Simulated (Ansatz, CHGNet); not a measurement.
For corundum Ga2O3 (metastable phase), the machine-learned potential CHGNet-r²SCAN (trained on r²SCAN data) gives:

* **lattice parameter a**: 5.006 Å
* **c axis length**: 13.426 Å
* **elastic constant C11**: 298 GPa
* **elastic constant C44**: 44.3 GPa
* **polycrystal shear modulus**: 53.1 GPa

### Question
What does r²SCAN in Ansatz (plane waves, PAW) give for the same quantities?

### Answer

- lattice constant a: 4.984 Å (drops by 0.4 %)
- lattice parameter c: 13.441 Å (grows by 0.1 %)
- elastic constant C11: 412 GPa (increases by 38 %)
- elastic constant C44: 87.6 GPa (goes up by 98 %)
- Voigt–Reuss–Hill shear modulus: 104 GPa (goes up by 96 %)

For comparison: lattice constant a 4.982 Å (measured, temperature not stated, no zero-point or thermal correction; as tabulated in Marezio, Remeika, J. Chem. Phys. 46, 1862 (1967) (COD 1538347)); lattice parameter c 13.433 Å (measured, temperature not stated, no zero-point or thermal correction; as tabulated in Marezio, Remeika, J. Chem. Phys. 46, 1862 (1967) (COD 1538347)).

Changes are worked out from the printed values.

Unless a cell is named, each level is at its own relaxed cell (CHGNet-r²SCAN 9.71, r²SCAN 9.64 Å³/atom).

Ansatz's density-functional and Hartree–Fock values are scalar-relativistic unless marked +SOC, with PAW data made under PBE.

Ansatz is a quantum-chemistry and plane-wave program.
